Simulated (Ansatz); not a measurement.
**What Cl → Br does to CsPbCl3**

The reference is CsPbCl3 in the cubic perovskite structure (space group Pm-3m, No. 221; a = 5.7357 Å).

It is then changed as follows: full substitution Cl → Br; the structure is relaxed again.

Method: Ansatz (an electronic-structure program) PBE, scalar-relativistic without spin-orbit coupling, earlier PAW set. Settings: 6×6×6 k-points, 0.05 eV Fermi–Dirac smearing.

The volume per atom rises by 5.52 Å³, from 37.74 Å³ to 43.26 Å³ and the density goes up by 0.52 g/cm³ to 4.45 g/cm³. The lattice parameter a grows by 0.267 Å to 6.003 Å and the space group stays Pm-3m (No. 221). The shortest interatomic distance grows by 0.1336 Å to 3.001 Å and the band gap shrinks by 0.43 eV to 1.79 eV. The gap character remains direct at R and the width of the top valence band decreases by 0.38 eV, from 2.04 eV to 1.66 eV. The electron mass (degenerate bands, along [100]) changes from 0.12, 0.93, 0.93 mₑ (at R) to 0.091, 0.84, 0.84 mₑ (at R) and the hole mass goes from 0.22 mₑ (at R) to 0.18 mₑ (at R).

Cost of the whole job for the changed cell (relaxation, final SCF and bands): roughly 90 core-seconds.

With Pb present, leaving out spin-orbit coupling can change the band edges. Masses are band curvatures over ±0.01 Å⁻¹ around the edge. Whether these cells are dynamically stable was not tested. Many cubic perovskites are stable only at high temperature; tilts and polar distortions were not tested. This is not the structure that CsPbBr3 has at room temperature and ambient pressure. This is not the structure that CsPbCl3 has at room temperature and ambient pressure.
